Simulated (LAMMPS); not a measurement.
Size effects in liquid Cu (fcc) at 1490 K and zero pressure.

Level of theory: classical MD, pair style eam, the elements' _u3.eam files (universal-3 set of Foiles, Baskes and Daw); code LAMMPS.

```csv
atoms,volume,first peak of g(r),D(Cu),rough cost (core-seconds per simulated ps)
108,13.538 ± 0.005 Å³/atom,"2.52 Å, height 2.6",(3.9 ± 0.1) × 10^-5 cm²/s,0.05
256,13.590 ± 0.003 Å³/atom,"2.47 Å, height 2.6",(3.9 ± 0.1) × 10^-5 cm²/s,0.16
4000,13.589 ± 0.002 Å³/atom,"2.48 Å, height 2.6",(4.53 ± 0.06) × 10^-5 cm²/s,2.3
16384,13.588 ± 0.001 Å³/atom,"2.48 Å, height 2.6",(4.66 ± 0.05) × 10^-5 cm²/s,13
```

Periodic images slow diffusion in small cells, by a term that falls as 1/L. Costs are rough.

Errors of D are the spread over four groups of atoms in one short run; a floor of about 5 %, a picked value, is safer.

Errors shown are sampling errors alone.
